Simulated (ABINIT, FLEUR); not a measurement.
An ABINIT input for a self-consistent single point of Zr4CuNi (I422, 6 atoms in the cell) (DFT, PBEsol, plane waves, PAW (JTH v2.0 PBE PAW, files made for PBE)):

```
# Zr4CuNi, JTH v2.0 PBE PAW
pp_dirpath "./"
pseudos "Zr.GGA_PBE-JTH.xml, Cu.GGA_PBE-JTH.xml, Ni.GGA_PBE-JTH.xml"
acell 5.3381246249 5.3381246249 5.3381246249 Angstrom
rprim
        -0.6172795189    0.6172795189    0.4877827295
         0.6172795189   -0.6172795189    0.4877827295
         0.6172795189    0.6172795189   -0.4877827295
natom 6
ntypat 3
znucl 40 29 28
typat 1 1 1 1 2 3
xcart
         8.2342816053    2.0074167062    2.4602769605
        -2.0074167062    8.2342816053    2.4602769605
         4.2194481930   -2.0074167062    2.4602769605
         2.0074167062    4.2194481930    2.4602769605
         0.0000000000   -0.0000000000    4.9205539210
         0.0000000000    0.0000000000    0.0000000000
ecut 60 Ry
pawecutdg 120 Ry
pawxcdev 0
ixc -116133
occopt 7
tsmear 0.136 eV
nband 54
kptopt 1
ngkpt 5 5 5
nshiftk 1
shiftk 0 0 0
nstep 60
tolvrs 1.0e-12
prtwf 0
prtden 0
```

Task: Give the FLEUR input for the same structure, mesh, smearing and functional.

Result: One input that does it (others would too):

Input of the input generator:

```
Zr4CuNi FLAPW
&input film=f /
-0.6172795189 0.6172795189 0.4877827295
0.6172795189 -0.6172795189 0.4877827295
0.6172795189 0.6172795189 -0.4877827295
10.0875935601
1.0 1.0 1.0

6
40 0.4111900000 0.9111900000 0.8223800000
40 0.9111900000 0.0888100000 0.5000000000
40 0.0888100000 0.5888100000 0.1776200000
40 0.5888100000 0.4111900000 0.5000000000
29 0.5000000000 0.5000000000 -0.0000000000
28 -0.0000000000 -0.0000000000 -0.0000000000

&comp jspins=1 /
&exco xctyp='PBEs' /
&kpt div1=5 div2=5 div3=5 /
&end /
```

```xml
<?xml version="1.0" encoding="UTF-8" standalone="no"?>
<fleurInput fleurInputVersion="0.39">
   <comment>
      Zr4CuNi FLAPW                                                                                       
   </comment>
   <calculationSetup>
      <cutoffs Kmax="4.5" Gmax="18.0" GmaxXC="18.0" numbands="0"/>
      <scfLoop itmax="80" minDistance="0.00001" maxIterBroyd="40" imix="Anderson" alpha="0.05" precondParam="0.0" spinf="2.0"/>
      <coreElectrons ctail="T" frcor="F" kcrel="0" coretail_lmax="0"/>
      <xcFunctional name="PBEs" relativisticCorrections="F"/>
      <magnetism jspins="1"/>
      <soc l_soc="F" theta="0.0" phi="0.0" spav="F"/>
      <expertModes spex="0" secvar="F"/>
      <geometryOptimization l_f="T" forcealpha="1.0" forcemix="BFGS" epsdisp="0.00001" epsforce="0.00001"/>
      <ldaU l_linMix="F" mixParam="0.05" spinf="1.0"/>
   </calculationSetup>
   <cell>
      <bzIntegration valenceElectrons="75.0" mode="gauss" fermiSmearingEnergy="0.00499791">
         <kPointListSelection listName="default-1"/>
         <!-- k-points included here -->
         <xi:include xmlns:xi="http://www.w3.org/2001/XInclude" href="kpts.xml"> </xi:include>
      </bzIntegration>
      <!-- symmetry operations included here -->
      <xi:include xmlns:xi="http://www.w3.org/2001/XInclude" href="sym.xml"> </xi:include>
      <bulkLattice scale="1.0">
         <bravaisMatrix>
            <row-1>   -6.2268648996372660     6.2268648996372660     4.9205539208322007</row-1>
            <row-2>    6.2268648996372660    -6.2268648996372660     4.9205539208322007</row-2>
            <row-3>    6.2268648996372660     6.2268648996372660    -4.9205539208322007</row-3>
         </bravaisMatrix>
      </bulkLattice>
   </cell>
   <atomSpecies>
      <species name="Zirconium (Zr)" element="Zr" atomicNumber="40">
         <mtSphere radius="2.58" gridPoints="909" logIncrement="0.014"/>
         <atomicCutoffs lmax="10" lnonsphr="8"/>
         <electronConfig flipSpins="F">
            <coreConfig>(1s1/2) (2s1/2) (2p1/2) (2p3/2) (3s1/2) (3p1/2) (3p3/2) (3d3/2) (3d5/2)</coreConfig>
            <valenceConfig>(4s1/2) (4p1/2) (4p3/2) (5s1/2) (4d3/2) (4d5/2)</valenceConfig>
            <stateOccupation state="(4d3/2)" spinUp="0.4" spinDown="0.4"/>
            <stateOccupation state="(4d5/2)" spinUp="0.6" spinDown="0.6"/>
         </electronConfig>
         <energyParameters s="5" p="5" d="4" f="4"/>
         <lo type="SCLO" l="0" n="4" eDeriv="0"/>
         <lo type="SCLO" l="1" n="4" eDeriv="0"/>
      </species>
      <species name="Copper (Cu)" element="Cu" atomicNumber="29">
         <mtSphere radius="2.25" gridPoints="793" logIncrement="0.016"/>
         <atomicCutoffs lmax="10" lnonsphr="8"/>
         <electronConfig flipSpins="F">
            <coreConfig>(1s1/2) (2s1/2) (2p1/2) (2p3/2) (3s1/2) (3p1/2) (3p3/2)</coreConfig>
            <valenceConfig>(4s1/2) (3d3/2) (3d5/2)</valenceConfig>
            <stateOccupation state="(4s1/2)" spinUp="0.5" spinDown="0.5"/>
         </electronConfig>
         <energyParameters s="4" p="4" d="3" f="4"/>
         <lo type="HELO" l="2" n="4" eDeriv="0"/>
      </species>
      <species name="Nickel (Ni)" element="Ni" atomicNumber="28">
         <mtSphere radius="2.25" gridPoints="793" logIncrement="0.016"/>
         <atomicCutoffs lmax="10" lnonsphr="8"/>
         <electronConfig flipSpins="F">
            <coreConfig>(1s1/2) (2s1/2) (2p1/2) (2p3/2) (3s1/2)</coreConfig>
            <valenceConfig>(3p1/2) (3p3/2) (4s1/2) (3d3/2) (3d5/2)</valenceConfig>
            <stateOccupation state="(3d3/2)" spinUp="1.6" spinDown="1.6"/>
            <stateOccupation state="(3d5/2)" spinUp="2.4" spinDown="2.4"/>
         </electronConfig>
         <energyParameters s="4" p="4" d="3" f="4"/>
         <lo type="SCLO" l="1" n="3" eDeriv="0"/>
      </species>
   </atomSpecies>
   <atomGroups>
      <atomGroup species="Zirconium (Zr)">
         <relPos label="                   1">.4111900000 -.0888100000 -.1776200000</relPos>
         <relPos label="                   2">-.0888100000 .0888100000 1.000/2.000</relPos>
         <relPos label="                   3">.0888100000 -.4111900000 .1776200000</relPos>
         <relPos label="                   4">-.4111900000 .4111900000 1.000/2.000</relPos>
         <force calculate="T" relaxXYZ="TTT"/>
      </atomGroup>
      <atomGroup species="Copper (Cu)">
         <relPos label="                   5">1.000/2.000 1.000/2.000 .0000000000</relPos>
         <force calculate="T" relaxXYZ="TTT"/>
      </atomGroup>
      <atomGroup species="Nickel (Ni)">
         <relPos label="                   6">.0000000000 .0000000000 .0000000000</relPos>
         <force calculate="T" relaxXYZ="TTT"/>
      </atomGroup>
   </atomGroups>
   <output dos="F" band="F" slice="F">
      <checks vchk="F" cdinf="F"/>
      <bandDOS minEnergy="-.5*Htr" maxEnergy="0.5*Htr" sigma="0.015" storeEVData="T"/>
      <vacuumDOS vacdos="F" integ="F" star="F" nstars="0" locx1="0.0" locy1="0.0" locx2="0.0" locy2="0.0" nstm="0" tworkf="0.0"/>
      <unfoldingBand unfoldBand="F" supercellX="1" supercellY="1" supercellZ="1"/>
      <plotting iplot="0" polar="F">
         <plot TwoD="T" vec1="  1.0  0.0  0.0" vec2="  0.0  1.0  0.0" vec3="  0.0  0.0  1.0" zero="  0.0  0.0  0.0" file="plot"/>
      </plotting>
      <chargeDensitySlicing numkpt="0" minEigenval="0.0" maxEigenval="0.0" nnne="0" pallst="F"/>
      <specialOutput eonly="F"/>
      <magneticCircularDichroism mcd="F" energyLo="-10.0" energyUp="0.0"/>
   </output>
  <!-- We include the file relax.xml here to enable relaxations (see documentation) -->
  <xi:include xmlns:xi="http://www.w3.org/2001/XInclude" href="relax.xml"> <xi:fallback/> </xi:include>
</fleurInput>
```

Basis settings and potentials, where a program has them, do not carry over. This input uses DFT, PBEsol, all-electron FLAPW (FLEUR), scalar-relativistic valence.

The starting cell comes from a database of computed structures (which also holds hypothetical and non-ambient phases and stackings), without a prior relaxation at this level.
